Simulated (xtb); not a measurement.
xtb 6.7.1, GFN2-xTB: Pt(Cl)(OH)(dadMe) (C[N]1=CC=[N](C)->[Pt]<-1([OH])[Cl]), 18 atoms. The geometry is a generated start, not checked to be a minimum at this level.

* **run flags**: --grad
* **method**: GFN2-xTB
* **--acc**: 1 (default)
* **--etemp (K)**: 300 (default)
* **basis functions**: 57
* **valence electrons**: 58

```xyz
18

Pt    -1.1491     0.1472     0.1077
Cl    -2.6507     1.7943     0.2519
O     -2.6469    -1.0952     0.1741
H     -3.4731    -0.6128     0.3084
C     -0.0356    -2.6630     0.0466
N      0.2176    -1.2579    -0.0410
C      1.4147    -0.7976    -0.2412
C      1.5439     0.6139    -0.2359
N      0.4479     1.2860    -0.0328
C      0.4909     2.7193     0.0290
H     -0.9239    -2.8974    -0.5384
H      0.8195    -3.2561    -0.2907
H     -0.2673    -2.9149     1.0826
H      2.2695    -1.4506    -0.3852
H      2.5037     1.1000    -0.3745
H      1.5140     3.0990    -0.0452
H      0.0389     3.0523     0.9648
H     -0.1140     3.1335    -0.7802
```

Charge 0 and multiplicity 1 are set for this test and not shown to be the ground state.

One run each on 1 thread. Values of broydamp tried: 0.02, 0.05, 0.1, 0.2, 0.4 (default), 0.6, 0.8, 1.

Q: Predict the course of the SCC iterations along this series.

A: Fewest SCC iterations: 0.4 (default) with 16. The count rises to 25 at 0.02. All converge to one solution.

| broydamp | SCC iterations | end |
|---|---|---|
| 0.02 | 25 | same solution |
| 0.05 | 23 | same solution |
| 0.1 | 20 | same solution |
| 0.2 | 18 | same solution |
| 0.4 (default) | 16 | same solution |
| 0.6 | 18 | same solution |
| 0.8 | 20 | same solution |
| 1 | 21 | same solution |
